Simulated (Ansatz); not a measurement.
## rock-salt MgO: the defect V_Mg+N_O

All values below come from PBE, PAW (plane waves to 420 eV; Ansatz, a program for electronic structure). A supercell of 64 sites (2×2×2 repeats of a cell of 8 atoms) was used; the energies come from a 2×2×2 shifted sampling of its zone. Sites at the start: the Mg site; O 2.13 Å away. Finite-size correction: monopole term and site-potential alignment. Dielectric constants: PBE linear response of the host. Host gap at this level: 4.46 eV. These values are not converged in cell size to better than tenths of an eV. The semilocal functional narrows the gap, so deep levels can fall outside it. Spin–orbit coupling is left out. Each state is the lowest found from its start.

The name describes the start; the neighbours show where the atoms ended.

Charges with a result: +1, 0, −1. Others weren't obtained, and one of them could lie lower, also by skipping a charge.

```csv
charge,moment (μB),point group,largest move off a lattice site (Å),neighbours of the last N atom of the defect at the end (Å),image correction with alignment (eV),above the lowest spin state (eV)
+1*,4.0,–,0.12,"Mg 2.22, Mg 2.22, Mg 2.22, Mg 2.22, Mg 2.31",–,0.00
+1†,not spin-polarised,–,0.11,"Mg 2.17, Mg 2.17, Mg 2.17, Mg 2.17, Mg 2.25",-0.22,0.44
0,3.0,C4v,0.13,"Mg 2.22, Mg 2.22, Mg 2.22, Mg 2.22, Mg 2.31",0.00,0.00
0,3.0,C4v,0.13,"Mg 2.22, Mg 2.22, Mg 2.22, Mg 2.22, Mg 2.31",0.00,0.00
−1,2.0,near C4v,0.13,"Mg 2.18, Mg 2.18, Mg 2.18, Mg 2.18, Mg 2.21",0.49,0.00
−1,not spin-polarised,C4v,0.12,"Mg 2.13, Mg 2.13, Mg 2.13, Mg 2.13, Mg 2.21",0.51,0.50
```

* At this level the carrier isn't localised at the defect: at charge +1 holes occupy the valence band. Such a state is shallow or no state of the defect, and this cell gives it no level.

† A state of higher energy that isn't settled.

Point groups are those of the whole cell at tolerances of 0.03 and 0.1 Å ("near" where only the looser one holds); none is given for unsettled states.

Starting moments that weren't kept: charge +1 began with 2 μB and ended with 4.0; charge 0 began with 1 μB and ended with 3.0.

Transition levels above the valence-band maximum: ε(0/−1) = 0.41 eV. On the lower envelope of the bound states, inside the gap: (0/−1) at 0.41 eV.

Flagged in the runs: a doubtful potential alignment, a strain field that reaches the edge of the cell.

All states together cost about 90 core-minutes (a rough figure).
